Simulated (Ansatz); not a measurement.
The parent structure is TiSi₂ (space group Fddd, No. 70; a = 4.760 Å, b = 8.180 Å, c = 8.500 Å). Axes: x, y, z lie along a, b, c of the conventional cell.

Level of theory: PBEsol/PAW in Ansatz (a program for electronic structure), no spin-orbit coupling.

For the base:

| Item | Result |
|---|---|
| Pressure | 0.0 GPa |
| Shortest interatomic distance | 2.517 Å |

It is then changed as follows: biaxial strain −0.72 %, plane normal [001], relaxed out of plane (Cartesian); in-plane vectors clamped, the third vector and the atoms free.

Question: What does the calculation give for the pressure after the change?

Answer: The pressure (mean of the normal stresses, compression positive) goes from zero to 1.7 GPa.

Question: Estimate the effect on the energy relative to the base.

Answer: The energy grows by 1.6 meV/atom.

Question: What does the calculation give for the shortest interatomic distance after the change?

Answer: The shortest interatomic distance shrinks by 0.0023 Å, from 2.517 Å to 2.514 Å.

Without a gap, meshes like the base's 13×13×13 leave anisotropic stresses uncertain by several tenths of a GPa, and small strain energies with them. Stability against distortions was not tested. The final runs are not spin-polarised.
